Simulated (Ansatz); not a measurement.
Structures of equal composition on the (110) surface of bcc Nb: a layer of Sn in place of the second plane; a layer of Sn in place of the third plane. The slabs share one bottom face, and each structure is named by its start. These are constructed structures in small cells; real faces may alloy, dewet or reconstruct in larger ones, and not all known structures of the face are among them. Slabs of about 11 Å with all that they carry, Fermi-Dirac smearing of 0.1 eV. Bottom of the slabs: a bare face, its two planes held. Relaxed from the named starts with such symmetry as they have, on meshes of like density; energies extrapolated to zero smearing; no spin-orbit coupling, no U. Spin-polarised runs, if any, are marked in brackets, and their order is one that fits the cell; the others ran without spin.

All values below come from PBE (plane waves to 420 eV, PAW; Ansatz, an electronic-structure program).

Task: Rank these by energy per 1x1 cell (lowest first), as PBE gives it.

Result: a layer of Sn in place of the third plane (0.000 eV), a layer of Sn in place of the second plane (0.377 eV)
